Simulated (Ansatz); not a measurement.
**TiO2: response to strain**

The parent structure is TiO$_{2}$ in the anatase structure (space group I4_1/amd, No. 141; a = 3.739 Å, c = 9.455 Å). Axes: x, y, z lie along a, b, c of the conventional cell.

Strains are applied to the cell and any free atomic positions relax.

The values are results of LDA (Ansatz, a first-principles code), no spin-orbit coupling, not measurements.

Notes on the quantities. energy relative to the base: free energy F.

```json
[
 {"uniaxial strain ε_xx (%)": "-3", "energy relative to the base (meV/atom)": "13.0"},
 {"uniaxial strain ε_xx (%)": "-2.4", "energy relative to the base (meV/atom)": "8.2"},
 {"uniaxial strain ε_xx (%)": "-1.8", "energy relative to the base (meV/atom)": "?"},
 {"uniaxial strain ε_xx (%)": "-1.2", "energy relative to the base (meV/atom)": "2.0"},
 {"uniaxial strain ε_xx (%)": "-0.6", "energy relative to the base (meV/atom)": "0.5"},
 {"uniaxial strain ε_xx (%)": "0", "energy relative to the base (meV/atom)": "0.0"}
]
```

Q: Fit ΔE = Aε² + Bε³ (ε in %) to the rows shown and predict the withheld row.

A: Least squares on the printed values gives A = 1.35 and B = -0.033 meV/atom (largest residual 0.0 meV/atom); this predicts 4.6 meV/atom, and the run gives 4.5 meV/atom, in agreement.

Stability against distortions was not tested. The final runs are not spin-polarised.
